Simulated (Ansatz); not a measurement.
An Ansatz (a program for electronic structure) run: C with a change (C → Si); PBE/PAW in Ansatz, scalar-relativistic without spin-orbit coupling, earlier PAW set.

Input:

Ansatz 0.2 input:
```yaml
crystal:
  lattice:
    - [0, 2.7349222841, 2.7349222841]
    - [2.7349222841, 0, 2.7349222841]
    - [2.7349222841, 2.7349222841, 0]
  atoms:
    - { symbol: Si, position: [0, 0, 0] }
    - { symbol: Si, position: [0.25, 0.25, 0.25] }
basis: { ecutwfc: 420, ecutrho_ratio: 4, xc_grid: 2, fft_grid_basis: typed }
kpoints: { mp_grid: { grid: [10, 10, 10] } }
hamiltonian:
  xc: pbe
  dispersion: none
  pseudopotentials: { azcp: { folder: ./paw }, kind: paw }
scf: { occupations: { method: fermi_dirac, width: 0.05 }, convergence: { dr2_threshold: 0.0000000002 } }
output: { forces: true, stress: true }
checkpoint: { write: state.ck, write_every: 1000 }
```

Output (explanatory and most iteration lines left out):

```
Pseudopotential: Si, paw, valence charge 4
Crystal: 2 atoms, lattice volume = 40.913 Å³
Basis set: ecut = 420 eV, 821 PW (Γ), exchange–correlation on 54×54×54 points (8 copies of the dense FFT grid, shifted against one another)
Bands: 8, of which v1, the nominal top of the filled ones, is band 4 counted from 1 (3 counted from 0)
Symmetry: 48 space group operations
Space group: Fd-3m (ITA 227), of the structure as read, at distance tolerance 3.4e-5 Å
k-points: 47 of 1000
Functional: x = pbe(κ = 0.804, μ = 0.2195149727645171), c = pbe(β = 0.06672455060314922)
SCF iter   1: F=—  HF=-1271.789919 eV  |F-HF|=—  |Δ(HF+E_count)|=         —  Δρ=4.50e-2  dr2=7.53e-1  ethr=3.10e-3  ⟨swp⟩=6.5  Hψ=3617  notcnv=0
SCF iter   2: F=—  HF=-1271.644235 eV  |F-HF|=—  |Δ(HF+E_count)|=   1.46e-1  Δρ=2.01e-2  dr2=1.31e-1  ethr=3.10e-3  ⟨swp⟩=2.0  Hψ=898  notcnv=0
SCF 1 converged in 7 iterations: F = -1271.623020 eV  dr2 = 8.71e-11
SCF converged after 7 iterations
Free energy (F): -1271.623020 eV
Internal energy: -1271.623004 eV  (E = F + TS)
E sigma→0 (E₀):  -1271.623012 eV
Entropy (-TS):   -0.000016 eV (-0.008 meV/atom)
Fermi energy:    6.289613 eV
--- Forces (eV/Å), atoms counted from 1 ---
  atom   1  Si    -0.00000000    -0.00000000     0.00000000
  atom   2  Si     0.00000000    -0.00000000     0.00000000
--- Stress (GPa, compression-positive) ---
        0.000301       0.000000      -0.000000
       -0.000000       0.000301       0.000000
       -0.000000      -0.000000       0.000301
  P = ⅓ Tr σ = 0.0003 GPa (0.003 kbar)
```

Whether these cells are dynamically stable was not tested. The cell was made from C by this change: C → Si.
